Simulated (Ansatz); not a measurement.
How the bulk modulus of Nb (model structure, started from the diamond type, Fd-3m, No. 227, 2 atoms in the cell) moves with the method

No measured value is used here.

| level (code) | value (GPa) | cell (Å³/atom) |
|---|---|---|
| LDA (Ansatz) | 82.4 | 23.80 |
| PBEsol (Ansatz) | 77.5 | 24.48 |
| r²SCAN (Ansatz) | 70.6 | 25.07 |

LDA, PBEsol, r²SCAN: the run has no spin polarisation, so it can have missed a magnetic state. LDA, PBEsol, r²SCAN: the bulk modulus is −V dP/dV from two relaxed cells at ±2 % in volume. Each level is taken at its own relaxed cell. Cutoffs differ between the levels. Ansatz's density-functional and Hartree–Fock values are scalar-relativistic unless marked +SOC, with PAW data made under PBE.

A model structure was made by putting elements into a prototype or built by hand; it is no filed structure, need not be a known phase, and can be a saddle point held by its symmetry.

Ansatz is an electronic-structure program.
